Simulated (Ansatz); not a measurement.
Defect: B-vacancy pair (B on one host Si site, one Si site vacant) in silicon, charge state +1. Calculation: PBE, PAW (plane waves to 420 eV; Ansatz, a program for electronic structure).

Cell of 64 host sites held at the relaxed PBE lattice; a 2×2×2 k-point mesh shifted by half a step; Fermi-Dirac width 0.01 eV, spin-restricted; finite-size errors left in. No zero-point or tunnelling terms. The charge state is imposed; whether it is stable for some Fermi level was not computed. Forms of the defect that were not tried may lie lower.

Barriers: single points on a 3×3×3 k-point mesh shifted by half a step at the bands' geometries.

Relaxed starting cell (atoms counted from 1):

```
CELL_PARAMETERS angstrom
     10.94000     0.00000     0.00000
      0.00000    10.94000     0.00000
      0.00000     0.00000    10.94000
ATOMIC_POSITIONS crystal
  B  0.99674 0.00224 0.25182
  Si 0.00269 0.99844 0.75081
  Si 0.00244 0.50185 0.24728
  Si 0.99612 0.49724 0.74700
  Si 0.50084 0.00053 0.25014
  Si 0.49937 0.99921 0.75038
  Si 0.49967 0.50086 0.24887
  Si 0.49931 0.49968 0.74919
  Si 0.12519 0.37303 0.12468
  Si 0.12566 0.37198 0.62156
  Si 0.12609 0.90902 0.15883
  Si 0.12507 0.87468 0.62276
  Si 0.62705 0.37406 0.12578
  Si 0.62474 0.37466 0.62404
  Si 0.62523 0.87502 0.12486
  Si 0.62658 0.87639 0.62315
  Si 0.99818 0.24622 0.00421
  Si 0.00058 0.24577 0.49489
  Si 0.99820 0.75463 0.49555
  Si 0.50113 0.25016 0.99941
  Si 0.49976 0.24985 0.49945
  Si 0.49999 0.75052 0.00008
  Si 0.50110 0.74973 0.49930
  Si 0.11409 0.11211 0.36179
  Si 0.12404 0.12647 0.87602
  Si 0.12405 0.62618 0.37594
  Si 0.12438 0.61865 0.86927
  Si 0.62625 0.12568 0.37515
  Si 0.62760 0.12273 0.87553
  Si 0.62821 0.62627 0.37180
  Si 0.62318 0.62458 0.87447
  Si 0.24605 0.00093 0.00245
  Si 0.24649 0.00157 0.49641
  Si 0.24782 0.50121 0.00186
  Si 0.24950 0.50005 0.49930
  Si 0.75637 0.99967 0.00736
  Si 0.75407 0.99831 0.49553
  Si 0.75068 0.50043 0.99701
  Si 0.74972 0.49987 0.49805
  Si 0.37385 0.37390 0.37440
  Si 0.37420 0.37533 0.87368
  Si 0.37542 0.87694 0.37595
  Si 0.37290 0.87485 0.87769
  Si 0.87410 0.37497 0.37299
  Si 0.87445 0.37119 0.87579
  Si 0.88936 0.88944 0.36212
  Si 0.87027 0.87686 0.87079
  Si 0.24664 0.24663 0.25133
  Si 0.24943 0.24968 0.74968
  Si 0.24611 0.75278 0.25065
  Si 0.24733 0.75191 0.75143
  Si 0.75410 0.24622 0.24795
  Si 0.74961 0.24861 0.74926
  Si 0.75750 0.75718 0.24808
  Si 0.74979 0.74695 0.74932
  Si 0.37551 0.12638 0.12643
  Si 0.37369 0.12482 0.62346
  Si 0.37306 0.62807 0.12454
  Si 0.37407 0.62424 0.62499
  Si 0.88950 0.11288 0.13913
  Si 0.87390 0.12388 0.62395
  Si 0.87427 0.62414 0.12258
  Si 0.87476 0.62624 0.62072
```
Cell charge +1.

End state 1 differs by these moves (Å; atoms that move under 0.08 Å are left out):

```json
[
 {"atom": "2", "element": "Si", "Δx": "0.02", "Δy": "0.07", "Δz": "-0.07"},
 {"atom": "11", "element": "Si", "Δx": "-0.17", "Δy": "-0.17", "Δz": "-0.22"},
 {"atom": "27", "element": "Si", "Δx": "0.00", "Δy": "0.10", "Δz": "0.05"},
 {"atom": "36", "element": "Si", "Δx": "-0.10", "Δy": "0.12", "Δz": "0.07"},
 {"atom": "47", "element": "Si", "Δx": "1.52", "Δy": "-1.40", "Δz": "1.54"}
]
```

Q: Estimate the forward and backward barriers to end state 1 that PBE, PAW returns for this input.

A: forward 0.69 eV, backward 0.56 eV; at the saddle point atom 47 has neighbours 2 Si at 2.52, Si at 2.62 Å. The saddle point's order was not checked.

End state 2 differs by these moves (Å; atoms that move under 0.08 Å are left out):

| atom | element | Δx | Δy | Δz |
|---|---|---|---|---|
| 4 | Si | -0.02 | -0.06 | -0.07 |
| 11 | Si | -0.14 | -0.17 | -0.18 |
| 27 | Si | -1.47 | 1.63 | 1.62 |
| 51 | Si | 0.07 | 0.00 | -0.05 |

Q: What forward and backward barriers to end state 2 does PBE, PAW give?

A: forward 0.92 eV, backward 0.68 eV; at the saddle point atom 27 has neighbours 2 Si at 2.47, Si at 2.79 Å. The saddle point's order was not checked, and it lies on a symmetry element of the cell, where a band can be held.
